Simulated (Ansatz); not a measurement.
For L1₂ (Cu3Au-type) Cu3Au, PBE (plane waves, PAW; Ansatz, a program for electronic structure) gives:

```
Property                     Result
-------------------  --------------
lattice parameter a         3.780 Å
formation enthalpy   -0.041 eV/atom
```

Problem. What does HSE06 (PAW; Ansatz) give for the same quantities?

Solution. 
- lattice constant a: 3.773 Å (falls by 0.2 %)
- formation enthalpy: -0.080 eV/atom (moves by -0.039 eV/atom)

For comparison: lattice constant a 3.75 Å (measured, temperature not stated, not corrected to a static lattice; as tabulated in Nepal et al. (2019), arXiv:1905.09348); formation enthalpy -0.074 eV/atom (measured, 320 K, no zero-point or thermal correction; as tabulated in Nepal et al. (2019), arXiv:1905.09348).

Changes are worked out from the printed values.

Unless a cell is named, each level is at its own relaxed cell (PBE 13.51, HSE06 13.43 Å³/atom).

Levels without +SOC leave out spin–orbit coupling, which shifts energies and cells of such heavy elements.

Caveats: exact exchange on metals is sensitive to the k mesh and can open a false gap (HSE06). Ansatz's density-functional and Hartree–Fock values are scalar-relativistic unless marked +SOC, with PAW data made under PBE.
